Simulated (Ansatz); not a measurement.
Ansatz (a program for electronic structure), DFT, PBEsol, plane waves, its default PAW files: WO3 (from the phase in space group 221, mp-19390), 4 atoms, spin-polarised from a ferromagnetic start (2 μB on W), ending non-magnetic. Basis and mesh were picked for this test and aren't claimed converged.

```yaml
cell: 3.81, 3.81, 3.81 Å; 90, 90, 90°
task: single point
k mesh: 6×6×6
hamiltonian.xc: pbesol
kind_of_files: paw
scf.occupations.method: fermi_dirac
scf.occupations.width: 0.05 eV
output.forces: true
magnetization.spin_polarized: true
binding of workers (--pin): off
k-point pools (--kpoint-pools): 1
memory maximum (--max-ram): 8GiB
accuracy: medium (default)
basis.precision: auto (default)
basis.xc_grid: 2 (default)
scf.eigensolver.kind: auto (default)
scf.convergence.dr2_threshold: 1e-07 (default)
scf.lower_state_search: light (default)
k-points after symmetry (for each spin): 20
bands_at_the_start: 21
electrons: 32
plane waves at Γ: 1045
cutoff (eV): 420
FFT grid: 27×27×27
symmetry_operations: 48
```

Settings of this run: scf.mixing.algorithm = anderson, scf.mixing.preconditioner = auto, scf.mixing.ndim = 1, scf.algorithm = auto; 4 threads.

| iteration | dr2 (eV) | Hψ |
|---|---|---|
| 1 | 8.30e0 | 4051 |
| 2 | 1.72e0 | 1857 |
| 3 | 4.85e-1 | 1363 |
| 4 | 1.90e-1 | 1224 |
| 5 | 9.36e-2 | 989 |
| 6 | 5.14e-2 | 863 |
| 7 | 3.00e-2 | 851 |
| 8 | 1.84e-2 | 856 |
| 9 | 1.17e-2 | 856 |
| 10 | 7.63e-3 | 840 |
| 11 | 5.10e-3 | 840 |
| 12 | 3.47e-3 | 850 |
| 13 | 2.39e-3 | 840 |
| 14 | 1.67e-3 | 840 |
| … | … | … |
| 25 | 4.13e-5 | 840 |
| 26 | 2.98e-5 | 841 |
| 27 | 2.15e-5 | 842 |
| 28 | 1.56e-5 | 842 |
| 29 | 1.13e-5 | 842 |
| 30 | 8.16e-6 | 842 |
| 31 | 5.92e-6 | 843 |
| 32 | 4.29e-6 | 844 |
| … | … | … |
| 41 | 2.40e-7 | 901 |
| 42 | 1.74e-7 | 852 |
| 43 | 1.27e-7 | 844 |
| 44 | 9.16e-8 | 1806 |
| 45 | 6.67e-8 | 2041 |
| 46 | 4.86e-8 | 2022 |
| 47 | 3.54e-8 | 2005 |
| 48 | 2.57e-8 | 1988 |

It converged after 48 SCF iterations (all cycles of the run, searches included).

### Question
Which change of one setting makes this cycle converge in far fewer steps?

### Answer
This is not unique; one that fits is scf.mixing.ndim = 16 (12 SCF iterations (all cycles of the run, searches included)) or scf.mixing.ndim = not set (15 SCF iterations (all cycles of the run, searches included)), all else kept. The other changes of this size gave: scf.mixing.ndim = 4 (19). The first change moves the result by: energy under 0.001 meV/atom, magnetization under 0.001 μB/atom, absolute magnetization under 0.001 μB/atom. Counts are of single runs.

Keys are those of Ansatz 0.2.
